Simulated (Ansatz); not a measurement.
Start from Pb in the fcc (Cu type) structure (space group Fm-3m, No. 225; relaxed with 0.1 eV smearing).

```
CELL_PARAMETERS angstrom
      0.00000     2.46707     2.46707
      2.46707     0.00000     2.46707
      2.46707     2.46707     0.00000
ATOMIC_POSITIONS crystal
  Pb 0.00000 0.00000 0.00000
```

Cartesian axes are those of the cell as printed.

Computed with PBEsol in Ansatz (plane waves to 420 eV, PAW, no spin-orbit coupling).

Before the change:

* **Pressure**: 0.0 GPa
* **Volume per atom**: 30.03 Å³

Now apply this change: biaxial strain +2.00 %, plane normal [001], relaxed out of plane (Cartesian); in-plane vectors clamped, the third vector and the atoms free.

Problem. Predict the new energy relative to the base, pressure and volume per atom.

Solution. The energy increases by 2.4 meV/atom; the pressure (mean of the normal stresses, compression positive) goes from zero to -0.4 GPa; the volume per atom rises by 0.27 Å³ to 30.30 Å³.

Stability against distortions was not tested.

Ansatz is a program for electronic structure.
